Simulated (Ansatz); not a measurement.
# A computed series for Sn: response to strain

Start from Sn in the diamond structure (space group Fd-3m, No. 227; a = 6.5402 Å; relaxed with 0.1 eV smearing).

Strains are applied to the cell and any free atomic positions relax.

Calculations: Ansatz (a first-principles code), PBEsol, PAW, cutoff 420 eV, without spin-orbit coupling.

Notes on the quantities. energy relative to the base: free energy F.

```csv
isotropic strain (%),energy relative to the base (meV/atom)
-2,17.8
-1.5,?
-1,4.3
0,0.0
0.5,1.0
1,3.9
1.5,8.6
2.5,23.0
3,32.6
```

Q: Fit ΔE = Aε² + Bε³ (ε in %) to the rows shown and predict the withheld row.

A: Least squares on the printed values gives A = 4.11 and B = -0.17 meV/atom (largest residual 0.1 meV/atom); this predicts 9.8 meV/atom, and the run gives 9.8 meV/atom, in agreement.

Stability against distortions was not tested.
